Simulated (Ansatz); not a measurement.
## HgSe: pressure series

Base system: HgSe in the zinc blende structure (space group F-43m, No. 216).

```xyz
2
Lattice="0.0000 3.0666 3.0666 3.0666 0.0000 3.0666 3.0666 3.0666 0.0000" Properties=species:S:1:pos:R:3 pbc="T T T"
Se     1.5333     1.5333     1.5333
Hg     0.0000     0.0000     0.0000
```

Cell and atoms are relaxed at each pressure.

Calculations: PBEsol, PAW, 420 eV (Ansatz, a quantum-chemistry and plane-wave program; scalar-relativistic without spin-orbit coupling), earlier PAW set.

```json
[
 {"P (GPa)": "-2.01", "V (Å³/atom)": "30.118"},
 {"P (GPa)": "-1.01", "V (Å³/atom)": "29.438"},
 {"P (GPa)": "0.89", "V (Å³/atom)": "28.364"},
 {"P (GPa)": "2.10", "V (Å³/atom)": "27.786"},
 {"P (GPa)": "4.50", "V (Å³/atom)": "26.816"},
 {"P (GPa)": "9.00", "V (Å³/atom)": "25.400"},
 {"P (GPa)": "15.00", "V (Å³/atom)": "24.001"},
 {"P (GPa)": "22.49", "V (Å³/atom)": "22.697"},
 {"P (GPa)": "30.00", "V (Å³/atom)": "21.683"}
]
```

Q: Fit a third-order Birch–Murnaghan equation of state.

A: Least squares on P(V) = (3B₀/2)[(V₀/V)^(7/3) − (V₀/V)^(5/3)]·[1 + (3/4)(B₀′ − 4)((V₀/V)^(2/3) − 1)] gives V₀ = 28.84 Å³/atom, B₀ = 52 GPa and B₀′ = 4.9.

Measured bulk modulus of HgSe: 50 GPa (temperature not stated; as listed in Cormac Toher et al., Physical Review Materials (2017)); the computed value is for a static lattice, so the two differ by thermal effects too.

A case with no gap was solved on a k-mesh chosen for an insulator, which is coarse for it. Load acts through the strain it causes; cell and atoms are relaxed under it. Whether these cells are dynamically stable was not tested. Tetrahedral semiconductors of this kind turn to denser phases somewhere between about 1 and 50 GPa; those were not computed, so compressed cells here can lie past the real transition. All final runs are without spin polarisation.
